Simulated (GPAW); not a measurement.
GPAW run on GaAg3 (Pm-3m, 4 atoms in the cell): self-consistent single point

Level of theory: LDA (Perdew-Wang 92), GPAW PAW datasets LDA (gpaw-data 1.0.1) (plane waves; GPAW).

This input was run:

```python
from ase import Atoms
from ase.units import GPa
from gpaw import GPAW

atoms = Atoms(['Ga', 'Ag', 'Ag', 'Ag'],
              cell=[[4.027835, 0.000000, 0.000000],
                    [0.000000, 4.027835, 0.000000],
                    [0.000000, 0.000000, 4.027835]],
              positions=[[0.000000, 0.000000, 0.000000],
                         [2.013917, 0.000000, 2.013917],
                         [0.000000, 2.013917, 2.013917],
                         [2.013917, 2.013917, 0.000000]],
              pbc=True)

calc = GPAW(mode={'name': 'pw', 'ecut': 600},
            xc='LDA',
            kpts=(11, 11, 11),
            occupations={'name': 'fermi-dirac', 'width': 0.05},
            nbands=-10,
            convergence={'density': 1e-05, 'energy': 1e-05},
            symmetry={'symmorphic': False, 'tolerance': 0.0005},
            maxiter=150,
            txt='-')

atoms.calc = calc

energy = atoms.get_potential_energy()
print('Energy (eV):', round(energy, 6))
forces = atoms.get_forces()
print('Forces (eV/Ang):')
print(forces.round(5))
stress = atoms.get_stress()
print('Stress (GPa, Voigt):', (stress / GPa).round(4))
```

Output, abridged:

```
Input parameters:
  convergence: {density: 1e-05,
                energy: 1e-05}
  kpts: [11 11 11]
  maxiter: 150
  mode: {ecut: 600,
         name: pw}
  nbands: -10
  occupations: {name: fermi-dirac,
                width: 0.05}
  symmetry: {symmorphic: False,
             tolerance: 0.0005}

species:
  Ga:
    name: Gallium
    Z: 31.0
    valence: 3
    core: 28
    charge: 0.0
    file: Ga.LDA.gz

    # Using partial waves for Ga as LCAO basis

  Ag:
    name: Silver
    Z: 47.0
    valence: 17
    core: 30
    charge: 0.0
    file: Ag.LDA.gz

    # Using partial waves for Ag as LCAO basis

Reference energy: -486201.652863  # eV

Spin-paired calculation

Convergence criteria:
 Maximum [total energy] change in last 3 cyles: 1e-05 eV / valence electron
 Maximum integral of absolute [dens]ity change: 1e-05 electrons / valence electron
 Maximum integral of absolute [eigenst]ate change: 4e-08 eV^2 / valence electron
 Maximum number of scf [iter]ations: 150

Symmetries present (total): 48
Symmetries with fractional translations: 0
1331 k-points: 11 x 11 x 11 Monkhorst-Pack grid
56 k-points in the irreducible part of the Brillouin zone
       k-points in crystal coordinates                weights
   0:     0.00000000    0.00000000    0.00000000          1/1331
   1:     0.09090909    0.00000000    0.00000000          6/1331
   2:     0.09090909    0.09090909    0.00000000         12/1331
   [... 7 lines left out ...]
          ...
  55:     0.45454545    0.45454545    0.45454545          8/1331

Wave functions: Plane wave expansion
  Cutoff energy: 600.000 eV
  Number of coefficients (min, max): 2109, 2224
  Pulay-stress correction: 0.000000 eV/Ang^3 (de/decut=0.000000)

Occupation numbers: Fermi-Dirac:
  width: 0.0500  # eV

Eigensolver

Densities:
  Coarse grid: 24*24*24 grid
  Fine grid: 48*48*48 grid
  Total Charge: 0.000000

Density mixing:
  Method: separate
  Backend: pulay
  Linear mixing parameter: 0.05
  old densities: 5
  Damping of long wavelength oscillations: 50

Hamiltonian:
  XC and Coulomb potentials evaluated on a 48*48*48 grid
  External potential:
    NoExternalPotential

Number of atoms: 4
Number of atomic orbitals: 40
Number of bands in calculation: 37
Number of valence electrons: 54
Bands to converge: occupied

Density initialized from atomic densities
  37 bands from LCAO basis set

Atomic positions and initial magnetic moments

Positions:
   0 Ga     0.000000    0.000000    0.000000    ( 0.0000,  0.0000,  0.0000)
   1 Ag     2.013917    0.000000    2.013917    ( 0.0000,  0.0000,  0.0000)
   2 Ag     0.000000    2.013917    2.013917    ( 0.0000,  0.0000,  0.0000)
   3 Ag     2.013917    2.013917    0.000000    ( 0.0000,  0.0000,  0.0000)

Unit cell:
           periodic     x           y           z      points  spacing
  1. axis:    yes    4.027835    0.000000    0.000000    24     0.1678
  2. axis:    yes    0.000000    4.027835    0.000000    24     0.1678
  3. axis:    yes    0.000000    0.000000    4.027835    24     0.1678

  Lengths:   4.027835   4.027835   4.027835
  Angles:   90.000000  90.000000  90.000000

Effective grid spacing dv^(1/3) = 0.1678

     iter     time        total  log10-change:
                         energy   eigst   dens
iter:   1 --:--:--   -16.856805
iter:   2 --:--:--   -16.516759   -2.17  -1.40
iter:   3 --:--:--   -15.736186   -1.60  -1.44
iter:   4 --:--:--   -15.582635   -3.09  -1.94
iter:   5 --:--:--   -15.540700   -3.13  -1.90
iter:   6 --:--:--   -15.545608   -4.47  -2.41
iter:   7 --:--:--   -15.543999   -5.11  -2.36
iter:   8 --:--:--   -15.526412   -3.68  -2.42
iter:   9 --:--:--   -15.526389   -5.67  -3.34
iter:  10 --:--:--   -15.526461c  -5.18  -3.37
iter:  11 --:--:--   -15.526510c  -6.44  -3.38
iter:  12 --:--:--   -15.526373c  -5.46  -3.44
iter:  13 --:--:--   -15.526369c  -7.05  -3.91
iter:  14 --:--:--   -15.526367c  -6.69  -3.97
iter:  15 --:--:--   -15.526366c  -8.58c -4.71
iter:  16 --:--:--   -15.526366c  -9.39c -4.76
iter:  17 --:--:--   -15.526367c  -9.08c -4.77
iter:  18 --:--:--   -15.526366c  -8.95c -4.89
iter:  19 --:--:--   -15.526366c -10.08c -4.93
iter:  20 --:--:--   -15.526366c  -9.67c -4.98
iter:  21 --:--:--   -15.526367c  -9.13c -5.02c

Converged after 21 iterations.

Dipole moment: (-0.000006, -0.000006, -0.000006) |e|*Ang

Energy contributions relative to reference atoms: (reference = -486201.652863)

Kinetic:         -1.312584
Potential:       +0.008296
External:        +0.000000
XC:             -14.632390
Entropy (-ST):   -0.010647
Local:           +0.415636
SIC:             +0.000000
--------------------------
Free energy:    -15.531690
Extrapolated:   -15.526367

Showing only first 2 kpts
 Kpt  Band  Eigenvalues  Occupancy
  0    25      8.08127    1.99040
  0    26      8.08127    1.99040
  0    27      8.08127    1.99040
  0    28     10.63427    0.00000

  1    25      7.49870    2.00000
  1    26      8.30961    1.36596
  1    27      8.30961    1.36596
  1    28     10.96242    0.00000

Fermi level: 8.34798

No gap
No difference between direct/indirect transitions
Energy (eV): -15.526367

Forces in eV/Ang:
  0 Ga    0.00000    0.00000    0.00000
  1 Ag    0.00000    0.00000   -0.00000
  2 Ag    0.00000    0.00000    0.00000
  3 Ag   -0.00000   -0.00000   -0.00000

Stress tensor:
     0.025667    -0.000000     0.000000
    -0.000000     0.025667     0.000000
     0.000000     0.000000     0.025667
Stress (GPa, Voigt): [ 4.1122  4.1122  4.1122  0.      0.     -0.    ]
```

The run converged in 21 iterations. GPAW prints stress with tension positive.

The starting cell comes from a database of computed structures (which also holds hypothetical and non-ambient phases and stackings), without a prior relaxation at this level. Its lattice was rescaled by a random factor within 2.5 % of one. With a pressure of about -4 GPa the cell is away from its equilibrium volume at this level.

Cost on one core of a shared machine: roughly 2 min.
